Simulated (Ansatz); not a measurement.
The starting structures come from a database of crystals and need not be the phases stable at ambient conditions.

 Where the default PAW files enter, the runs use the earlier of Ansatz's two default sets.

By PBEsol, the system below comes out a metal.

Consider the following.

```xyz
16
Lattice="5.4865 0.0000 0.0000 0.0000 10.4925 0.0000 0.0000 0.0000 3.9490" Properties=species:S:1:pos:R:3 pbc="T T T"
Ge     0.5055     1.6332     1.9745
Ge     4.9810     8.8593     1.9745
Ge     3.2487     3.6131     1.9745
Ge     2.2378     6.8794     1.9745
Ge     2.7433     0.0000     0.0000
Ge     0.0000     5.2462     0.0000
Rh     3.6210     8.2411     0.0000
Rh     1.8655     2.2514     0.0000
Rh     0.8778     7.4976     0.0000
Rh     4.6087     2.9949     0.0000
Rh     0.9026     4.1098     1.9745
Rh     4.5839     6.3827     1.9745
Rh     3.6458     1.1364     1.9745
Rh     1.8407     9.3560     1.9745
Rh     0.0000     0.0000     0.0000
Rh     2.7433     5.2462     0.0000
```

Space group of this cell: Pbam. The cell is taken as given; by PBEsol its mean pressure is -3.3 GPa.

The current flows along the normal of the first two printed cell vectors. No spin-orbit coupling; the value is a mean over 0.1 eV about the Fermi level.

### Question
Compute, with PBEsol in Ansatz (an electronic-structure program), the ballistic conductance per area.

### Answer
0.42 × 10¹⁵ S/m² for both spins.
